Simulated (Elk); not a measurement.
Worked example: self-consistent single point of BeSe (F-43m, 2 atoms in the cell) in Elk.

Computed with PBE, all-electron FP-LAPW, Elk's shipped species files, APW+lo basis with extra local orbitals (Elk).

The change in words: lattice scaled by 0.98. Reference geometry:
```
BeSe
1.0
    0.00000     2.59870     2.59870
    2.59870     0.00000     2.59870
    2.59870     2.59870     0.00000
Be Se
1 1
Direct
  0.00000   0.00000   0.00000
  0.25000   0.25000   0.25000
```

Reference input (self-consistent single point, DFT, PBE, all-electron FP-LAPW, Elk's shipped species files, APW+lo basis with extra local orbitals): xctype = 20; rgkmax = 8; stype = 0; swidth = 0.0001 Ha; ngridk = 11 11 11; gmaxvr = 16 1/bohr; nxlo = 2; lorbcnd = true; rmtscf = 0.95; lmaxi = 3; maxscl = 100. This run's input differs from it in these lines:

```diff
@@ -34,5 +34,5 @@
 avec
-    0.0000000000    4.9108293903    4.9108293903
-    4.9108293903    0.0000000000    4.9108293903
-    4.9108293903    4.9108293903    0.0000000000
+    0.0000000000    4.8126127647    4.8126127647
+    4.8126127647    0.0000000000    4.8126127647
+    4.8126127647    4.8126127647    0.0000000000
```

Output, abridged:

```
│ Self-consistent loop started │
│ Loop number : 1 │
 total energy                :     -2448.72649915
│ Loop number : 2 │
 total energy                :     -2448.71208598
RMS change in Kohn-Sham potential (target) :    5.389457795     (  0.1000000000E-05)
Absolute change in total energy (target)   :   0.1441316569E-01 (  0.1000000000E-03)
│ Loop number : 3 │
 total energy                :     -2447.03894199
RMS change in Kohn-Sham potential (target) :    2.934909030     (  0.1000000000E-05)
Absolute change in total energy (target)   :    1.676747283     (  0.1000000000E-03)
│ Loop number : 4 │
   [... lines left out ...]
Absolute change in total energy (target)   :   0.1112778252E-02 (  0.1000000000E-03)
│ Loop number : 13 │
 total energy                :     -2445.15648352
RMS change in Kohn-Sham potential (target) :   0.1664171736E-05 (  0.1000000000E-05)
Absolute change in total energy (target)   :   0.3222607202E-03 (  0.1000000000E-03)
│ Loop number : 14 │
 total energy                :     -2445.15648542
RMS change in Kohn-Sham potential (target) :   0.5566530935E-06 (  0.1000000000E-05)
Absolute change in total energy (target)   :   0.7866792157E-04 (  0.1000000000E-03)
Convergence targets achieved

│ Loop number : 15 │

Energies :
 Fermi                       :     0.183942139159
 total energy                :     -2445.15648404

Density of states at Fermi energy :   0.7997529569E-05
 (states/Hartree/unit cell)

Estimated indirect band gap :   0.9642306302E-01
 from k-point      1 to k-point     46
Estimated direct band gap   :   0.1690536464
 at k-point      1

Charges :
 core                        :    20.00000000
 valence                     :    18.00000000
 interstitial                :    2.986884401
 muffin-tins (core leakage)
  species :    1 (Be)
   atom    1                 :    2.685740632     (  0.1807248641E-02)
  species :    2 (Se)
   atom    1                 :    32.32737497     (  0.1297416311E-03)
 total in muffin-tins        :    35.01311560
 total calculated charge     :    37.98777329
 total charge                :    38.00000000
 error                       :   0.1222670921E-01

│ Self-consistent loop stopped │
```

The run converged in 15 iterations. The count includes the last loop, which Elk runs after its targets are met. Against the reference run the total energy rises by 11.0 meV/atom and the gap on the mesh goes from 2.750 to 2.624 eV.

The starting cell comes from a database of computed structures (which also holds hypothetical and non-ambient phases and stackings), without a prior relaxation at this level. Its lattice was rescaled by a random factor within 2.5 % of one. For this run, on top of that: lattice scaled by 0.98. Values depend on the basis (sphere radii, cutoffs, local orbitals), which need not be converged.
